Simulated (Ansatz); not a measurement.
Consider a periodic stack without vacuum, fluorite-type NiSi2 (0 0 1) on germanium (0 0 1), P on 4 of 4 substrate sites at each interface (film strained to the substrate, started from cuts of the bulks and a machine-learned relaxation; slabs Ge40P8 and Ni20Si40, which can lie off the formulas): substrate slab Ge40P8, film Ni20Si40, surface cells [[2, 0], [2, 2]] and [[-3, -1], [-1, -2]], film strained by -5.4 and -5.4 %, outermost planes Ge/Ge and Si/Ni as cut, which need not be the usual terminations and can put a slab off its formula. Its start:

```yaml
crystal:
  lattice:
    - [8.14587, 0.00000, -0.00180]
    - [0.00000, 8.14587, -0.00549]
    - [1.01086, 2.69456, 29.33414]
  atoms:
    - { symbol: Ge, position: [0.98886, 0.96222, 0.06127] }
    - { symbol: Ge, position: [0.47434, 0.99710, 0.07355] }
    - { symbol: Ge, position: [0.03407, 0.47011, 0.07123] }
    - { symbol: Ge, position: [0.51782, 0.48297, 0.07364] }
    - { symbol: P, position: [0.77692, 0.38819, 0.04264] }
    - { symbol: P, position: [0.29222, 0.48667, 0.02497] }
    - { symbol: P, position: [0.73168, 0.11162, 0.04239] }
    - { symbol: P, position: [0.24292, 0.04914, 0.02576] }
    - { symbol: Ge, position: [0.74131, 0.19870, 0.16767] }
    - { symbol: Ge, position: [0.22656, 0.19788, 0.17392] }
    - { symbol: Ge, position: [0.73723, 0.69949, 0.16849] }
    - { symbol: Ge, position: [0.23202, 0.70073, 0.16774] }
    - { symbol: Ge, position: [0.00482, 0.19660, 0.11840] }
    - { symbol: Ge, position: [0.48066, 0.22301, 0.12559] }
    - { symbol: Ge, position: [0.99036, 0.71075, 0.11748] }
    - { symbol: Ge, position: [0.49282, 0.72427, 0.12002] }
    - { symbol: Ge, position: [0.96776, 0.91714, 0.26895] }
    - { symbol: Ge, position: [0.47332, 0.91796, 0.26725] }
    - { symbol: Ge, position: [0.96884, 0.41677, 0.26916] }
    - { symbol: Ge, position: [0.47469, 0.41762, 0.26701] }
    - { symbol: Ge, position: [0.73107, 0.43151, 0.21747] }
    - { symbol: Ge, position: [0.22443, 0.44052, 0.21989] }
    - { symbol: Ge, position: [0.72887, 0.93403, 0.21761] }
    - { symbol: Ge, position: [0.22411, 0.92569, 0.22002] }
    - { symbol: Ge, position: [0.70869, 0.13231, 0.36812] }
    - { symbol: Ge, position: [0.21526, 0.13816, 0.36660] }
    - { symbol: Ge, position: [0.71021, 0.64311, 0.36659] }
    - { symbol: Ge, position: [0.21569, 0.64294, 0.36677] }
    - { symbol: Ge, position: [0.96564, 0.15012, 0.31888] }
    - { symbol: Ge, position: [0.46981, 0.15153, 0.31680] }
    - { symbol: Ge, position: [0.96819, 0.65174, 0.31830] }
    - { symbol: Ge, position: [0.46845, 0.65188, 0.31651] }
    - { symbol: Ge, position: [0.96474, 0.86271, 0.46324] }
    - { symbol: Ge, position: [0.45707, 0.86790, 0.47049] }
    - { symbol: Ge, position: [0.95227, 0.36217, 0.46031] }
    - { symbol: Ge, position: [0.45314, 0.37636, 0.46479] }
    - { symbol: Ge, position: [0.70340, 0.37574, 0.41412] }
    - { symbol: Ge, position: [0.21384, 0.37553, 0.41449] }
    - { symbol: Ge, position: [0.70609, 0.86942, 0.41842] }
    - { symbol: Ge, position: [0.22426, 0.87626, 0.41686] }
    - { symbol: P, position: [0.62763, 0.17788, 0.56908] }
    - { symbol: P, position: [0.12338, 0.99713, 0.58451] }
    - { symbol: P, position: [0.73681, 0.55932, 0.55619] }
    - { symbol: P, position: [0.19567, 0.47636, 0.55686] }
    - { symbol: Ge, position: [0.90064, 0.09750, 0.51368] }
    - { symbol: Ge, position: [0.41940, 0.11555, 0.51689] }
    - { symbol: Ge, position: [0.98069, 0.59237, 0.51013] }
    - { symbol: Ge, position: [0.44949, 0.59680, 0.52138] }
    - { symbol: Ni, position: [0.47762, 0.75399, 0.77896] }
    - { symbol: Ni, position: [0.08594, 0.95117, 0.77951] }
    - { symbol: Ni, position: [0.28716, 0.36463, 0.77976] }
    - { symbol: Ni, position: [0.87724, 0.56277, 0.78068] }
    - { symbol: Ni, position: [0.68497, 0.16202, 0.78307] }
    - { symbol: Ni, position: [0.62416, 0.47656, 0.67538] }
    - { symbol: Ni, position: [0.20683, 0.66798, 0.67806] }
    - { symbol: Ni, position: [0.41727, 0.08426, 0.68231] }
    - { symbol: Ni, position: [0.01524, 0.28271, 0.68038] }
    - { symbol: Ni, position: [0.80762, 0.89463, 0.68088] }
    - { symbol: Ni, position: [0.43519, 0.66826, 0.98266] }
    - { symbol: Ni, position: [0.08184, 0.89937, 0.98615] }
    - { symbol: Ni, position: [0.26722, 0.28052, 0.98278] }
    - { symbol: Ni, position: [0.85662, 0.47782, 0.97541] }
    - { symbol: Ni, position: [0.66761, 0.08776, 0.97377] }
    - { symbol: Ni, position: [0.57136, 0.42127, 0.87814] }
    - { symbol: Ni, position: [0.16385, 0.60949, 0.88216] }
    - { symbol: Ni, position: [0.37754, 0.00506, 0.87977] }
    - { symbol: Ni, position: [0.98764, 0.20113, 0.87798] }
    - { symbol: Ni, position: [0.77558, 0.81246, 0.88316] }
    - { symbol: Si, position: [0.29033, 0.86856, 0.72871] }
    - { symbol: Si, position: [0.89178, 0.07541, 0.73237] }
    - { symbol: Si, position: [0.08844, 0.47205, 0.73219] }
    - { symbol: Si, position: [0.69089, 0.67137, 0.72805] }
    - { symbol: Si, position: [0.49898, 0.27453, 0.73100] }
    - { symbol: Si, position: [0.40713, 0.56434, 0.72666] }
    - { symbol: Si, position: [0.00184, 0.76575, 0.72895] }
    - { symbol: Si, position: [0.20422, 0.16740, 0.73225] }
    - { symbol: Si, position: [0.80353, 0.36730, 0.72999] }
    - { symbol: Si, position: [0.60418, 0.96599, 0.73346] }
    - { symbol: Si, position: [0.41900, 0.59776, 0.62894] }
    - { symbol: Si, position: [0.98950, 0.78160, 0.63353] }
    - { symbol: Si, position: [0.21297, 0.19507, 0.63496] }
    - { symbol: Si, position: [0.81544, 0.39442, 0.62460] }
    - { symbol: Si, position: [0.60022, 0.97576, 0.62858] }
    - { symbol: Si, position: [0.32119, 0.88707, 0.63679] }
    - { symbol: Si, position: [0.90012, 0.10525, 0.63245] }
    - { symbol: Si, position: [0.09115, 0.50610, 0.62847] }
    - { symbol: Si, position: [0.70554, 0.70455, 0.62019] }
    - { symbol: Si, position: [0.48524, 0.30481, 0.62809] }
    - { symbol: Si, position: [0.26337, 0.79891, 0.93166] }
    - { symbol: Si, position: [0.87902, 0.99116, 0.93415] }
    - { symbol: Si, position: [0.06761, 0.38920, 0.93239] }
    - { symbol: Si, position: [0.65661, 0.60221, 0.93483] }
    - { symbol: Si, position: [0.46772, 0.19966, 0.92937] }
    - { symbol: Si, position: [0.36565, 0.49157, 0.92915] }
    - { symbol: Si, position: [0.97332, 0.70718, 0.93954] }
    - { symbol: Si, position: [0.17577, 0.10035, 0.93072] }
    - { symbol: Si, position: [0.77262, 0.29710, 0.92550] }
    - { symbol: Si, position: [0.55985, 0.88409, 0.93672] }
    - { symbol: Si, position: [0.37757, 0.54109, 0.83149] }
    - { symbol: Si, position: [0.97983, 0.73876, 0.83188] }
    - { symbol: Si, position: [0.19028, 0.13378, 0.82801] }
    - { symbol: Si, position: [0.78754, 0.33589, 0.83346] }
    - { symbol: Si, position: [0.58657, 0.93120, 0.83046] }
    - { symbol: Si, position: [0.27389, 0.82521, 0.83220] }
    - { symbol: Si, position: [0.87721, 0.02599, 0.83050] }
    - { symbol: Si, position: [0.07510, 0.43466, 0.82938] }
    - { symbol: Si, position: [0.67375, 0.64096, 0.83118] }
    - { symbol: Si, position: [0.47485, 0.23122, 0.83231] }
```

The start was prepared with a machine-learned potential, and the result is one local minimum, with the in-plane cell held and forces under 0.04 eV/Å; the film can end far from its bulk form.

All values below come from PBE (plane waves to 420 eV, PAW; Ansatz, a program for electronic structure). Scalar-relativistic, without spin–orbit coupling; the runs are not spin-polarised; PBE gaps are too small against experiment. Its k-point mesh 3×3×1, Fermi–Dirac width 0.05 eV.

**Question.** Predict the relaxed interface.

**Answer.** 
- interface area = 66.4 Å²
- period = 29.40 Å
- heights between the nearest atoms of the two slabs at the two interfaces = 0.55 and 1.28 Å
- P–Si contacts across the interfaces within 1.22 times the sum of covalent radii = 9, mean 2.41 Å
- Ni–P contacts across the interfaces within 1.22 times the sum of covalent radii = 6, mean 2.24 Å
